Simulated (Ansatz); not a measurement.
Worked example: dielectric-response calculation of RbAsF₆ (R-3, 8 atoms in the cell) in Ansatz (an electronic-structure program).

Computed with LDA (PW92), default PAW files made with PBE (plane waves; Ansatz).

```xyz
8
Lattice="3.7063 2.1398 2.4685 -3.7063 2.1398 2.4685 0.0000 -4.2797 2.4685" Properties=species:S:1:pos:R:3 pbc="T T T"
Rb     0.0000     0.0000     3.7027
As     0.0000     0.0000     0.0000
F     -2.3520    -1.7328     3.9225
F      2.3520     1.7328     3.4829
F      2.6767    -1.1705     3.9225
F     -2.6767     1.1705     3.4829
F     -0.3247     2.9033     3.9225
F      0.3247    -2.9033     3.4829
```

Reference input (self-consistent single point, DFT, LDA (PW92), plane waves, default PAW files made with PBE): basis.ecutwfc = 30.9 Ry; kpoints.mp_grid.grid = 5 5 5; hamiltonian.xc = lda; hamiltonian.pseudopotentials = {kind: paw} (the program's default PAW files); scf.occupations.method = fermi_dirac; scf.occupations.width = 0.0037 Ry. This run's input differs from it in these lines:

Ansatz 0.2 input:
```diff
@@ -18,3 +18,3 @@
   mp_grid:
-    grid: [5, 5, 5]
+    grid: [4, 4, 4]
 hamiltonian:
@@ -25,8 +25,5 @@
   occupations:
-    method: fermi_dirac
-    width: 0.0037 Ry
-output:
-  forces: true
-  eigenvalues: true
-  stress: true
+    method: fixed
+dielectric:
+  field_mesh: kpoints
```

Output, abridged:

```
SCF iter   1: F=—  HF=-12709.879393 eV  |F-HF|=—  |Δ(HF+E_count)|=         —  Δρ=1.66e-2  dr2=2.27e-1  ethr=1.77e-3  ⟨swp⟩=4.6  Hψ=5451  notcnv=0  defer=208
all-band conjugate gradients solve this SCF's bands
preconditioner: auto → Resta (q_TF=auto, 2.478 Å⁻¹)
SCF iter   2: F=—  HF=-12709.811429 eV  |F-HF|=—  |Δ(HF+E_count)|=   6.80e-2  Δρ=3.68e-3  dr2=5.38e-3  ethr=3.44e-4  ⟨swp⟩=2.0  Hψ=2437  notcnv=0  defer=213
   [... lines left out ...]
SCF iter   6: F=—  HF=-12709.809516 eV  |F-HF|=—  |Δ(HF+E_count)|=   4.38e-6  Δρ=1.39e-5  dr2=1.87e-7  ethr=2.06e-8  ⟨swp⟩=2.7  Hψ=2772  notcnv=0  defer=84
SCF iter   7: F=—  HF=-12709.809516 eV  |F-HF|=—  |Δ(HF+E_count)|=   7.32e-7  Δρ=2.61e-6  dr2=7.56e-9  ethr=2.83e-10  ⟨swp⟩=2.3  Hψ=2266  notcnv=0  defer=78
SCF iter   8: F=—  HF=-12709.809516 eV  |F-HF|=—  |Δ(HF+E_count)|=   5.35e-9  Δρ=4.73e-7  dr2=2.69e-10  ethr=1.15e-11  ⟨swp⟩=2.4  Hψ=2702  notcnv=0  defer=78
SCF iter   9: F=-12709.809516 eV  HF=-12709.809516 eV  |F-HF|=3.64e-12  |Δ(HF+E_count)|=  1.24e-10  Δρ=8.03e-8  dr2=9.73e-12  ethr=1.00e-12  ⟨swp⟩=10.0  Hψ=5123  notcnv=0
SCF 1 converged in 9 iterations: F = -12709.809516 eV  dr2 = 9.73e-12
DFPT response loops at Γ: preconditioner auto → none (the input reference at scf.mixing.eps_inf says where Resta's filter doesn't serve); β = 0.50 …
Free energy (F): -12709.809516 eV
Internal energy: -12709.809516 eV  (E = F + TS)
E sigma→0 (E₀):  -12709.809516 eV
Fermi energy:    0.545176 eV
--- Dielectric response (ions clamped): 2 representative field directions + reference, on 36 of 64 k-points (Σ response iterations 18) ---
  k mesh reduced under 1 symmetry operation, with k and −k counted as one. Each operation leaves every solved perturbation unchanged …
  ε∞ (high-frequency dielectric tensor):
        2.069051    -0.000000     0.000000
   [... lines left out ...]
        -0.09481   -1.08091   -0.28826
        -0.05848   -0.28973   -0.88233
    site 7:
        -0.60489   -0.08266   -0.06426
        -0.09481   -1.08091   -0.28826
        -0.05848   -0.28973   -0.88233
  Z* charge neutrality: 5.442e-6 e pre-enforcement
  k-mesh period / interband length: 19.8 Å / 0.93 Å = 21.28 at k = (0.0000, 0.0000, 0.0000), direct gap 5.549 eV — 14 or more, which is no proof of convergence
```

The run converged in 9 iterations. 

Summary of the result:
- Free energy E − TS (on the zero of these files): -12709.8095 eV
- Top of the valence band (on the code's own zero): 0.55 eV
- Gap on the k-point mesh: 5.55 eV
- ε∞ at this k-point mesh, which may be far from converged in small-gap cells (xx, yy, zz): 2.07, 2.07, 2.10
- Born charges at this mesh (mean of the diagonal, e): Rb 1.30, As 3.84, F -0.86, F -0.86, F -0.86, F -0.86, F -0.86, F -0.86

The starting cell comes from a database of computed structures (which also holds hypothetical and non-ambient phases and stackings), without a prior relaxation at this level. Its lattice was rescaled by up to half a per cent.

Cost on one core of a shared machine: roughly 50 s.
